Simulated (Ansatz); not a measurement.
Zn6Mo: response to strain

Consider Zn$_{6}$Mo (space group Fm-3m, No. 225; a = 7.578 Å; a cell from a computed database, its experimental status unchecked). Axes: x, y, z lie along the cube axes.

Strains are applied to the cell and any free atomic positions relax; under stress the whole cell relaxes.

Level of theory: Ansatz (a first-principles code) PBEsol, no spin-orbit coupling.

Notes on the quantities. energy relative to the base: free energy F.

```json
[
 {"variant": "base", "space group": "Fm-3m (No. 225)", "energy relative to the base": "0 meV/atom", "volume per atom": "15.54 Å³"},
 {"variant": "isotropic strain −3.82 %", "space group": "Fm-3m (No. 225)", "energy relative to the base": "+82 meV/atom", "volume per atom": "13.83 Å³"},
 {"variant": "isotropic strain −2.29 %", "space group": "Fm-3m (No. 225)", "energy relative to the base": "+28 meV/atom", "volume per atom": "14.50 Å³"},
 {"variant": "isotropic strain +0.97 %", "space group": "Fm-3m (No. 225)", "energy relative to the base": "+4.4 meV/atom", "volume per atom": "16.00 Å³"},
 {"variant": "uniaxial strain ε_yy = −1.74 %", "space group": "I4/mmm (No. 139)", "energy relative to the base": "+2.2 meV/atom", "volume per atom": "15.27 Å³"},
 {"variant": "uniaxial strain ε_zz = +1.71 %", "space group": "I4/mmm (No. 139)", "energy relative to the base": "+2.1 meV/atom", "volume per atom": "15.81 Å³"},
 {"variant": "uniaxial stress, 1 GPa compression along x", "space group": "I4/mmm (No. 139)", "energy relative to the base": "+0.6 meV/atom", "volume per atom": "15.49 Å³"},
 {"variant": "uniaxial stress, 0.5 GPa tension along z", "space group": "I4/mmm (No. 139)", "energy relative to the base": "+0.1 meV/atom", "volume per atom": "15.56 Å³"}
]
```

Without a gap, meshes like the base's 11×11×11 leave anisotropic stresses uncertain by several tenths of a GPa, and small strain energies with them. Stability under load was not tested beyond the relaxation. The final runs are not spin-polarised. Zn6Mo has a high density of states at the Fermi level and may be magnetic at this level.
